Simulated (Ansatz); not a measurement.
**Response to strain in SnO2**

Start from SnO2 in the rutile structure (space group P4_2/mnm, No. 136).

```yaml
crystal:
  lattice:
    - [4.72236, 0.00000, 0.00000]
    - [0.00000, 4.72236, 0.00000]
    - [0.00000, 0.00000, 3.19034]
  atoms:
    - { symbol: Sn, position: [0.00000, 0.00000, 0.00000] }
    - { symbol: Sn, position: [0.50000, 0.50000, 0.50000] }
    - { symbol: O, position: [0.30607, 0.30607, 0.00000] }
    - { symbol: O, position: [0.80607, 0.19393, 0.50000] }
    - { symbol: O, position: [0.19393, 0.80607, 0.50000] }
    - { symbol: O, position: [0.69393, 0.69393, 0.00000] }
```

Cartesian axes are those of the cell as printed.

Strains are applied to the cell and any free atomic positions relax.

Calculations: LDA in Ansatz (plane waves to 420 eV, PAW, no spin-orbit coupling).

Notes on the quantities. energy relative to the base: free energy F.

```csv
uniaxial strain ε_zz (%),energy relative to the base (meV/atom)
-3,15.3
-2.4,9.7
-1.8,5.4
-1.2,2.3
-0.6,?
0,0.0
```

Fit ΔE = Aε² + Bε³ (ε in %) to the rows shown and predict the withheld row.

Least squares on the printed values gives A = 1.60 and B = -0.035 meV/atom (largest residual 0.1 meV/atom); this predicts 0.6 meV/atom, and the run gives 0.6 meV/atom, in agreement.

No phonon test of stability was made.

Ansatz is a first-principles code.
